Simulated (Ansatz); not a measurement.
A computed series for hypothetical P4_2/mnm BAs: pressure series

The parent structure is BAs (space group P4_2/mnm, No. 136; a = 5.8372 Å, c = 3.3617 Å; a hypothetical phase, not in the database extracts checked).

Cell and atoms are relaxed at each pressure.

Calculations: PBEsol, PAW, 420 eV (Ansatz, a quantum-chemistry and plane-wave program; no spin-orbit coupling).

| case | electron mass | band gap | density |
|---|---|---|---|
| base | 0.45 mₑ along k, 0.34 mₑ across (off the special points) | 0.61 eV | 4.97 g/cm³ |
| pressure −2 GPa | 0.46 mₑ along k, 0.34 mₑ across (off the special points) | 0.66 eV | 4.89 g/cm³ |
| pressure −1 GPa | 0.45 mₑ along k, 0.34 mₑ across (off the special points) | 0.63 eV | 4.93 g/cm³ |
| pressure 0.3 GPa | 0.45 mₑ along k, 0.33 mₑ across (off the special points) | 0.60 eV | 4.98 g/cm³ |
| pressure 0.7 GPa | 0.45 mₑ along k, 0.33 mₑ across (off the special points) | 0.59 eV | 5.00 g/cm³ |
| pressure 1.5 GPa | 0.45 mₑ along k, 0.33 mₑ across (off the special points) | 0.57 eV | 5.03 g/cm³ |
| pressure 3 GPa | 0.45 mₑ along k, 0.33 mₑ across (off the special points) | 0.54 eV | 5.08 g/cm³ |
| pressure 5 GPa | 0.45 mₑ along k, 0.32 mₑ across (off the special points) | 0.49 eV | 5.15 g/cm³ |
| pressure 7.5 GPa | 0.44 mₑ along k, 0.32 mₑ across (off the special points) | 0.44 eV | 5.24 g/cm³ |
| pressure 10 GPa | 0.44 mₑ along k, 0.31 mₑ across (off the special points) | 0.39 eV | 5.32 g/cm³ |

Load acts through the strain it causes; cell and atoms are relaxed under it. Effective masses come from finite differences of ±0.01 Å⁻¹. Along k means along the line from Γ to the band edge. Stability against distortions was not tested. Competing high-pressure phases were not computed.
